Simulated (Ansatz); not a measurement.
The parent structure is AlPt$_{3}$ (space group I4/mcm, No. 140; a = 5.455 Å, c = 7.828 Å; a cell from a computed database, its experimental status unchecked). Axes: x, y, z lie along a, b, c of the conventional cell.

Modification: uniaxial stress, 3 GPa tension along x; all other stress components relax to zero.

Levels (all Ansatz, a first-principles code, PAW): PBEsol (420 eV, without spin-orbit coupling); PBEsol+SOC (420 eV, noncollinear with spin-orbit coupling).

The geometry is relaxed with PBEsol.

- PBEsol pressure = -1.0 GPa

Task: Predict the pressure from PBEsol+SOC.

Result: The pressure decreases by 0.3 GPa, from -1.0 GPa to -1.3 GPa.

Single points use the geometry relaxed with PBEsol. Differences between runs with and without spin-orbit coupling are approximate. Load acts through the strain it causes; cell and atoms are relaxed under it. Beyond what the load breaks, stability against distortions was not tested. The runs without spin-orbit coupling are not spin-polarised.
